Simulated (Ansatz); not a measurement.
# Mo: energy against volume

Mo (bcc, Im-3m, 15.637 Å³/atom and stress up to 0.01 GPa in the relaxed cell, cube axes along x, y and z) under hydrostatic pressure, with the cell free. r2SCAN in Ansatz, a plane-wave DFT program (PAW, default set), 500 eV, 21×21×21 Γ-centred mesh, Fermi-Dirac smearing 0.05 eV.

Here V stands for volume and E for E less E0.

| volume (Å³/atom) | E less E0 (meV/atom) | pressure (GPa) |
|---|---|---|
| 15.7548 | 0.76 | -2.01 |
| 15.6954 | 0.20 | -1.01 |
| 15.6370 | 0.00 | -0.01 |
| 15.5858 | 0.13 | 0.89 |
| 15.5190 | 0.74 | 2.08 |
| 15.3880 | 3.40 | 4.50 |
| 15.1581 | 13.00 | 9.00 |
| 14.8768 | 33.92 | 15.01 |
| 14.2728 | ? | ? |

The 8 complete rows are fitted with the third-order Birch-Murnaghan form, a cubic in V^(-2/3), E against V. With u = V^(-2/3) - 0.1612, the rows have u = -0.0020800, -0.0016788, -0.0012819, -0.0009318, -0.0004723, 0.0004387, 0.0020689, 0.0041206. Least squares gives E = 1.878 + 2959.6·u + 1166525·u² + 573518·u³. Residuals (row less fit): -0.004, 0.006, 0.000, -0.003, 0.000, -0.001, 0.001, 0.000; standard error 0.004 (degrees of freedom: 4). Its minimum lies at u = -0.0012697, so V0 = (0.1599303)^(-3/2) = 15.64. There d²E/du² = 2329000 and d³E/du³ = 3441000, so B0 = (4/9) × 15.64^(-7/3) × 2329000 × 0.160218 = 271 GPa (the last factor turns the table's units into GPa), and B0' = 4 + (2/3) × 0.1599303 × (3441000)/2329000 = 4.2. B0' rests on the cubic coefficient alone and has a standard error of 0.1 from these residuals.

Predict the withheld E at V = 14.2728 from the fit, and compare with the calculation.

u = 0.0087524, so E = 1.878 + 2959.6 × 0.0087524 + 1166525 × 0.0087524² + 573518 × 0.0087524³ = 117.527 meV/atom. The calculation gives 117.58 meV/atom, 0.053 meV/atom above the prediction (0.0 % of the range of E in the table). The row lies outside the fitted rows, so this is an extrapolation. The scatter of the fitted rows lies at the last printed digit.

In a metal these values are sensitive to mesh and smearing; energies are taken to zero smearing, stresses follow the free energy. Other structures, which can take over under pressure, weren't tried. The same form fitted to the pressure column gives B0' = 4.2; series where the two differ by over 0.4 aren't shown. Rows are the converged runs of the series near zero and its far end, less any whose ions stayed unrelaxed beside relaxed ones; series whose fitted rows scatter by over a few per cent of the range, as at a crossing or softening among them, aren't shown in this form.
